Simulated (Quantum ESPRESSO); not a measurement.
Quantum ESPRESSO is run on Sr₅Si₃ (I4/mcm, 16 atoms in the cell), and the run fails. The aim is a self-consistent single point with DFT, PBEsol, plane waves, PseudoDojo standard norm-conserving (PBESOL) pseudopotentials.

Cell that was meant: a = 9.7261 Å, b = 9.7261 Å, c = 9.7261 Å, α = 72.04°, β = 49.14°, γ = 49.14°.

Part of the input:

```fortran
    occupations = 'smearing',
    smearing = 'gaussian',
    degauss = 0.0036749,
/
ATOMIC_SPECIES
Sr    87.6200  Sr.upf
Si    28.0850  Si.upf
```

The program printed (abridged):

```
     This program is part of the open-source Quantum ESPRESSO suite
     for quantum simulation of materials; please cite

 %%%%%%%%%%%%%%%%%%%%%%%%%%%%%%%%%%%%%%%%%%%%%%%%%%%%%%%%%%%%%%%%%%%%%%%%%%%%%%
     Error in routine  read_namelists (1):
      bad line in namelist &electrons: "3 3 3  0 0 0" (error could be in the previous line)
 %%%%%%%%%%%%%%%%%%%%%%%%%%%%%%%%%%%%%%%%%%%%%%%%%%%%%%%%%%%%%%%%%%%%%%%%%%%%%%

     stopping ...
```

### Question
Read the log: what does the program object to, and what is the fix?

### Answer
The fault is a required namelist left out. The program reads the namelists in a fixed order, even empty ones. To fix it, add the namelist. The program stopped before any SCF iteration.

An input that runs soundly differs in these lines (not the only fix; some lines may just follow from the change or write a value another way):
```diff
+/
+&electrons
+    conv_thr = 1.0e-11,
```

With that input, the run converged in 16 iterations: free energy E − TS -10003.9265 eV; Fermi level (on the code's own zero) 6.90 eV; pressure -1.31 GPa; largest force (vector length) 0.115 eV/Å (DFT, PBEsol, plane waves, PseudoDojo standard norm-conserving (PBESOL) pseudopotentials).

On the sound input: the starting cell comes from a database of published, mostly measured structures (it also holds non-ambient and calculated ones), without a prior relaxation at this level.
